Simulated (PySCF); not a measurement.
PySCF 2.14.0, BP86/def2-svp, df: F[C](F)C(F)(F)F, charge +1, multiplicity 1, 7 atoms. The geometry is a generated start, not checked to be a minimum at this level.

- task: energy
- method: bp86
- basis: def2-svp
- two-electron scheme: density fitting
- mol.max_memory: 3000 MB
- mf.max_cycle: 100
- mf.init_guess: minao (default)
- mf.DIIS: CDIIS (default)
- mf.conv_tol: 1e-09 (default)
- mf.grids.level: 3 (default)
- basis functions: 98
- grid points: 99552

```xyz
7

F      1.3434    -1.3028     0.1050
C      0.8933    -0.1470    -0.0126
F      1.7279     0.7778     0.0006
C     -0.7005     0.1292    -0.0415
F     -1.1061    -0.2426     1.1588
F     -0.9167     1.3951    -0.2396
F     -1.2413    -0.6097    -0.9707
```

Charge 1 and multiplicity 1 are set for this test and not shown to be the ground state.

One run each on 2 threads, 1 BLAS thread. Values of diis_space tried: 3, 5, 8 (default), 12, 20.

Task: How does the count of Fock builds change with diis_space, and where is it least?

Result: Fewest Fock builds, within one of each other: 8 (default) with 14, 12 with 14, 20 with 14. The count rises to 36 at 3. All converge to one solution.

```tsv
diis_space	Fock builds	end
3	36	same solution
5	17	same solution
8 (default)	14	same solution
12	14	same solution
20	14	same solution
```
